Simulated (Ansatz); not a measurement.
**Carrier properties of BN under load (space group F-43m)**

Input:

```
BN
1.0
    0.00000     1.73568     1.73568
    1.73568     0.00000     1.73568
    1.73568     1.73568     0.00000
B N
1 1
Direct
  0.00000   0.00000   0.00000
  0.25000   0.25000   0.25000
```

Method: PBE, rigid bands (plane waves, PAW, scalar-relativistic; Ansatz, a first-principles code). Condition of this run: hydrostatic pressure of 54 GPa (compression positive) (the target of the relaxation). Cell: cell and atoms relaxed with PBEsol, then loaded as said.

The band gap comes out as 4.59 eV. The electron conductivity mass (300 K, dilute) comes out as 0.38 mₑ and the hole conductivity mass (300 K, dilute) is 0.69 mₑ. The effective density of states N_c (300 K) is 2.1e19 cm⁻³, the effective density of states N_v (300 K) comes out as 8.2e19 cm⁻³ and the density-of-states mass, electrons is 0.89 mₑ. The density-of-states mass, holes is 2.2 mₑ, the Seebeck coefficient, n-type 1e19 cm⁻³, 300 K comes out as -281 μV/K and the best n-type power factor at 300 K for τ = 10 fs (best axis; densities from 1e16 to 1e21 cm⁻³ tried, whether or not they can be reached) comes out as 9.0 μW/(cm·K²) at 1e20 cm⁻³. The Seebeck coefficient, p-type 1e19 cm⁻³, 300 K is 396 μV/K and the best p-type power factor at 300 K for τ = 10 fs (best axis; densities from 1e16 to 1e21 cm⁻³ tried, whether or not they can be reached) is 19.4 μW/(cm·K²) at 3e20 cm⁻³.

Rigid bands; masses and Seebeck coefficients take one relaxation time τ for all states and one kind of carrier; polarons and phonon drag are left out. Spin-orbit coupling is left out. Geometry: cell and atoms relaxed with PBEsol.
